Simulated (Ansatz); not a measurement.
Consider TiC in the rock salt structure (space group Fm-3m, No. 225; a = 4.261 Å; relaxed with 0.1 eV smearing). Axes: x, y, z lie along the cube axes.

Method: LDA, PAW, 420 eV (Ansatz, an electronic-structure program; no spin-orbit coupling).

Perturbation: uniaxial strain ε_zz = +2.00 %, all other strain components held at zero, atoms relaxed at fixed cell.

Task: Predict the stress tensor and what it implies for the stiffness.

Result: Stress of the strained cell less that of the base (GPa, compression positive):
```
   -2.5     0.0     0.0
    0.0    -2.5     0.0
    0.0     0.0   -10.5
```

Then −Δσ_ii/ε with ε = 0.0200 gives secant stiffness values (nonlinear terms included at this strain): C33 ≈ 527 GPa, C13 ≈ 124 GPa and C23 ≈ 124 GPa.

As a check, the harmonic strain energy −½ V₀ Δσ:ε is 6.4 meV/atom; the computed energy rise is 6.6 meV/atom.

No phonon test of stability was made. All final runs are without spin polarisation.
